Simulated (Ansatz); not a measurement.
Base system: CdS in the zinc blende structure (space group F-43m, No. 216).

```
CELL_PARAMETERS angstrom
      0.00000     2.93890     2.93890
      2.93890     0.00000     2.93890
      2.93890     2.93890     0.00000
ATOMIC_POSITIONS crystal
  S  0.75000 0.75000 0.75000
  Cd 0.00000 0.00000 0.00000
```

Method: r2SCAN (Ansatz, a program for electronic structure), no spin-orbit coupling.

Before the change:

| Property | Result |
|---|---|
| Volume per atom | 25.38 Å³ |
| Hole mass | 0.16, 0.78, 0.78 mₑ (at Γ) |
| Valley order | Γ 1.54 eV; X along ⟨100⟩ 3.89 eV |
| Width of the top valence band | 2.16 eV |
| Electron mass | 0.15 mₑ (at Γ) |

One thing is altered: a hydrostatic pressure of 30 GPa.

**Question.** Estimate the effect on the volume per atom, hole mass, valley order, width of the top valence band and electron mass.

**Answer.** The volume per atom decreases by 6.02 Å³ (25.38 Å³ → 19.36 Å³); the hole mass (degenerate bands, along [100]) goes from 0.16, 0.78, 0.78 mₑ (at Γ) to 0.20, 0.54, 0.54 mₑ (at Γ); the valley order (the lowest conduction-band minima on the path, energy above the VBM, named in the base's zone) changes from Γ 1.54 eV; X along ⟨100⟩ 3.89 eV to Γ 2.08 eV; X along ⟨100⟩ 3.35 eV; the width of the top valence band goes up by 1.113 eV to 3.28 eV; the electron mass goes from 0.15 mₑ (at Γ) to 0.18 mₑ (at Γ).

The levels and masses belong to the bands next to the band gap. Load acts through the strain it causes; cell and atoms are relaxed under it. Masses are band curvatures over ±0.01 Å⁻¹ around the edge. Stability against distortions was not tested. Tetrahedral semiconductors of this kind turn to denser phases somewhere between about 1 and 50 GPa; those were not computed, so compressed cells here can lie past the real transition.
